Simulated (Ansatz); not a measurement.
W in the bcc (W type) structure (space group Im-3m, No. 229)

```
W
1.0
   -1.58464     1.58464     1.58464
    1.58464    -1.58464     1.58464
    1.58464     1.58464    -1.58464
W
1
Direct
  0.00000   0.00000   0.00000
```

All numbers come from r2SCAN/PAW in Ansatz (a first-principles code), spin-orbit coupling left out. Γ-centred 21×21×21 mesh, Fermi–Dirac width 0.05 eV.

The volume per atom comes out as 15.92 Å³ and the density is 19.18 g/cm³. The band gap comes out as zero and the total energy is -10397.296 eV/atom (σ→0; compares only within this code and set-up).

Stability against distortions was not tested. The final runs are not spin-polarised.
